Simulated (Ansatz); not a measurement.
Functionals compared on Cl on the 1x1 (101) surface of tetragonal HfO2 (a metastable polymorph) (cut with top plane O), one in a 2x1 cell, started at the site 'bridge Hf-O (span 2.0 Å)', in Ansatz (plane waves, PAW). The structure was relaxed with PBE; the other rows are single points on it, each with its references at the same level. Cutoff 420 eV (500 eV for r2SCAN). The points keep PBE's geometry, so the relaxation of a polaron and the settling of charge on one site are left out.

Host crystal: tetragonal HfO2, with a band gap (PBE, scalar-relativistic without spin-orbit coupling).

Set-up: 37 atoms, 7.6 Å thick at the start under the adsorbate (thin: gaps and levels are the slab's own); mesh 3x3x1; 0.01 eV smearing; dipole correction on; 16 atoms held, the rest relaxed; no symmetry held; spin-polarised, ending with about 1.0 μB a cell; orders that need a larger cell were not tried, no spin-orbit, no U, no dispersion correction. At the end it is bonded to Hf. In PBE it is, or lies within 0.03 eV of, the lowest of the starts that converged. These notes are the PBE run's. RPBE: The program's check for a lower electronic state was not made. r2SCAN: The program's check for a lower electronic state was not made. Adsorption energies are against ½ Cl2(g). A negative adsorption energy means that the adsorbate is more stable on the surface than in its reference.

| functional | adsorption energy (eV) | magnetic moment of the cell (μB) |
|---|---|---|
| PBE | 0.46 | 1.00 |
| RPBE | ___ | 1.00 |
| r2SCAN | 0.25 | 1.00 |

Complete the blanks.


- RPBE, adsorption energy (eV): 0.63

Ansatz is a quantum-chemistry and plane-wave program.
